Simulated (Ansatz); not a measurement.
Structures of equal composition on the (111) surface of fcc Rh: a layer of In in place of the second plane; a layer of In in place of the third plane. The slabs share one bottom face, and each structure is named by its start. These are constructed structures in small cells; real faces may alloy, dewet or reconstruct in larger ones, and not all known structures of the face are among them. Slabs of about 11 Å, Fermi-Dirac smearing of 0.1 eV. Bottom of the slabs: a bare face, its two planes held. Relaxed from the named starts with such symmetry as they have, on meshes of like density; energies extrapolated to zero smearing; spin only where a row says so; no spin-orbit coupling, no U. Brackets mark spin-polarised runs, whose order is one that fits the cell.

These are PBE (plane waves to 420 eV, PAW; Ansatz, a program for electronic structure) values and carry that method's errors.

Task: Put the candidates in order of energy per 1x1 cell, lowest first, for PBE.

Result: a layer of In in place of the second plane (0.000 eV), a layer of In in place of the third plane (0.228 eV)
